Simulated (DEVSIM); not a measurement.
Device: TaN/SiO2/p-GaSb capacitor, at 300 K.

Layer 1 from the left is SiO2, thickness (nm) 6.40. Layer 2 from the left is GaSb, thickness (nm) 18000, Na (cm⁻³) 2.2e15.

Metal gate on the left, work function 4.4 eV. Fixed charge at the semiconductor interface 2.3e11 cm⁻² (in units of +e); no interface traps.

Constants are typed, rounded textbook-type inputs, not results; the design itself was drawn at random and stands for no fabricated device. Values at 300 K.

SiO2: gap (eV) 9, affinity (eV) 0.9, permittivity 3.9. GaSb: gap (eV) 0.726, affinity (eV) 4.06, permittivity 15.7, Nc (cm⁻³) 2.1e17, Nv (cm⁻³) 1.8e19.

Model (solved in DEVSIM): 1D Poisson equation in equilibrium, Boltzmann statistics, complete ionisation; no quantum confinement or tunnelling. Metal contacts follow the ideal Schottky-Mott rule: no Fermi-level pinning, no interface dipoles.

Task: What does the simulation give for the threshold voltage (band bending 2φF), the flat-band voltage, the minimum of the low-frequency capacitance?

Result: threshold voltage (band bending 2φF) 0.19 V; flat-band voltage -0.22 V; minimum of the low-frequency capacitance 0.0298 μF/cm².
